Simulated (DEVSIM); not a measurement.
Device: GaP n-i-p diode, at 300 K.

```tsv
layer (left to right)	material	thickness (μm)	Nd (cm⁻³)	Na (cm⁻³)	τn (s)	τp (s)
1	GaP	0.520	5.3e18	-	2.1e-7	2.1e-7
2	GaP	45.0	-	3.5e13	2.1e-7	2.1e-7
3	GaP	2.50	-	2.5e18	6.3e-8	2.1e-7
```

Left contact: ohmic. Right contact: ohmic. Voltage is applied to the left contact. Recombination: SRH at mid-gap, radiative. Mobility is μmin + (μ − μmin)/(1 + (N/Nref)^α).

The device is made up for the run: typed textbook-type constants, with dimensions and the other settings drawn at random. Values at 300 K.

```csv
parameter,GaP
gap (eV),2.26
affinity (eV),3.8
permittivity,11.1
Nc (cm⁻³),1.8e19
Nv (cm⁻³),1.9e19
μn (cm²/Vs),250
μp (cm²/Vs),150
"μn,min",10
"μp,min",10
"Nref,n",4.4e18
"Nref,p",1e18
αn,0.8
αp,0.85
B (cm³/s),1e-13
```

DEVSIM, 1D drift-diffusion, Boltzmann statistics, complete ionisation; no tunnelling, impact ionisation, image-force lowering or self-heating.

Problem. Tabulate band edges, carrier densities and field at zero bias.

Solution. Energies count from the Fermi level of the right contact; mesh points crowd at the junctions.

```json
[
 {"x (μm)": "0.000", "Ec (eV)": "0.032", "Ev (eV)": "-2.228", "n (cm⁻³)": "5.3e18", "p (cm⁻³)": "< 1e2", "field (V/cm)": "≈ 0"},
 {"x (μm)": "0.05102", "Ec (eV)": "0.032", "Ev (eV)": "-2.228", "n (cm⁻³)": "5.3e18", "p (cm⁻³)": "< 1e2", "field (V/cm)": "≈ 0"},
 {"x (μm)": "0.2001", "Ec (eV)": "0.032", "Ev (eV)": "-2.228", "n (cm⁻³)": "5.3e18", "p (cm⁻³)": "< 1e2", "field (V/cm)": "≈ 0"},
 {"x (μm)": "0.4195", "Ec (eV)": "0.032", "Ev (eV)": "-2.228", "n (cm⁻³)": "5.3e18", "p (cm⁻³)": "< 1e2", "field (V/cm)": "≈ 0"},
 {"x (μm)": "0.5154", "Ec (eV)": "0.034", "Ev (eV)": "-2.226", "n (cm⁻³)": "4.8e18", "p (cm⁻³)": "< 1e2", "field (V/cm)": "14000"},
 {"x (μm)": "0.5599", "Ec (eV)": "0.182", "Ev (eV)": "-2.078", "n (cm⁻³)": "1.6e16", "p (cm⁻³)": "< 1e2", "field (V/cm)": "12000"},
 {"x (μm)": "0.7046", "Ec (eV)": "0.276", "Ev (eV)": "-1.984", "n (cm⁻³)": "4.1e14", "p (cm⁻³)": "< 1e2", "field (V/cm)": "4700"},
 {"x (μm)": "1.478", "Ec (eV)": "0.594", "Ev (eV)": "-1.666", "n (cm⁻³)": "1.9e9", "p (cm⁻³)": "< 1e2", "field (V/cm)": "3900"},
 {"x (μm)": "3.701", "Ec (eV)": "1.309", "Ev (eV)": "-0.951", "n (cm⁻³)": "< 1e2", "p (cm⁻³)": "2000", "field (V/cm)": "2600"},
 {"x (μm)": "10.95", "Ec (eV)": "1.918", "Ev (eV)": "-0.342", "n (cm⁻³)": "< 1e2", "p (cm⁻³)": "3.5e13", "field (V/cm)": "≈ 0"},
 {"x (μm)": "30.56", "Ec (eV)": "1.919", "Ev (eV)": "-0.341", "n (cm⁻³)": "< 1e2", "p (cm⁻³)": "3.5e13", "field (V/cm)": "≈ 0"},
 {"x (μm)": "42.36", "Ec (eV)": "1.919", "Ev (eV)": "-0.341", "n (cm⁻³)": "< 1e2", "p (cm⁻³)": "3.6e13", "field (V/cm)": "≈ 0"},
 {"x (μm)": "44.57", "Ec (eV)": "1.937", "Ev (eV)": "-0.323", "n (cm⁻³)": "< 1e2", "p (cm⁻³)": "7.0e13", "field (V/cm)": "300"},
 {"x (μm)": "45.24", "Ec (eV)": "1.985", "Ev (eV)": "-0.275", "n (cm⁻³)": "< 1e2", "p (cm⁻³)": "4.6e14", "field (V/cm)": "1700"},
 {"x (μm)": "45.48", "Ec (eV)": "2.080", "Ev (eV)": "-0.180", "n (cm⁻³)": "< 1e2", "p (cm⁻³)": "1.8e16", "field (V/cm)": "12000"},
 {"x (μm)": "45.53", "Ec (eV)": "2.206", "Ev (eV)": "-0.054", "n (cm⁻³)": "< 1e2", "p (cm⁻³)": "2.3e18", "field (V/cm)": "7400"},
 {"x (μm)": "45.59", "Ec (eV)": "2.208", "Ev (eV)": "-0.052", "n (cm⁻³)": "< 1e2", "p (cm⁻³)": "2.5e18", "field (V/cm)": "≈ 0"},
 {"x (μm)": "45.80", "Ec (eV)": "2.208", "Ev (eV)": "-0.052", "n (cm⁻³)": "< 1e2", "p (cm⁻³)": "2.5e18", "field (V/cm)": "≈ 0"},
 {"x (μm)": "46.91", "Ec (eV)": "2.208", "Ev (eV)": "-0.052", "n (cm⁻³)": "< 1e2", "p (cm⁻³)": "2.5e18", "field (V/cm)": "≈ 0"},
 {"x (μm)": "47.69", "Ec (eV)": "2.208", "Ev (eV)": "-0.052", "n (cm⁻³)": "< 1e2", "p (cm⁻³)": "2.5e18", "field (V/cm)": "≈ 0"},
 {"x (μm)": "47.93", "Ec (eV)": "2.208", "Ev (eV)": "-0.052", "n (cm⁻³)": "< 1e2", "p (cm⁻³)": "2.5e18", "field (V/cm)": "≈ 0"},
 {"x (μm)": "48.02", "Ec (eV)": "2.208", "Ev (eV)": "-0.052", "n (cm⁻³)": "< 1e2", "p (cm⁻³)": "2.5e18", "field (V/cm)": "≈ 0"}
]
```
